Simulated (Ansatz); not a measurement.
CsCl-type RuAl, treated with PBE0 in Ansatz (PAW).

Settings: plane-wave cutoff 460 eV, 10×10×10 k mesh, Fermi–Dirac smearing 0.05 eV, no spin polarisation, scalar-relativistic PAW data made under PBE.

Computed points:

| V (Å³/atom) | E − E_lowest (meV/atom) | P (GPa) |
|---|---|---|
| 12.457 | 24.94 | 13.13 |
| 12.784 | 5.34 | 6.17 |
| 13.248 | 0.00 | -2.21 |
| 13.440 | 4.49 | -5.24 |
| 13.768 | 20.09 | -9.90 |

Problem. Fit the third-order Birch–Murnaghan equation and give B0 and B′.

Solution. V0 = 13.117 Å³/atom, B0 = 227 GPa, B′ = 4.4 (fit to the energies at full precision).

Note: the run has no spin polarisation, so it can have missed a magnetic state.

The computed numbers hold no vibrational or temperature effects.

The result took about 21 core-minutes (a rough figure).

Ansatz is a quantum-chemistry and plane-wave program.
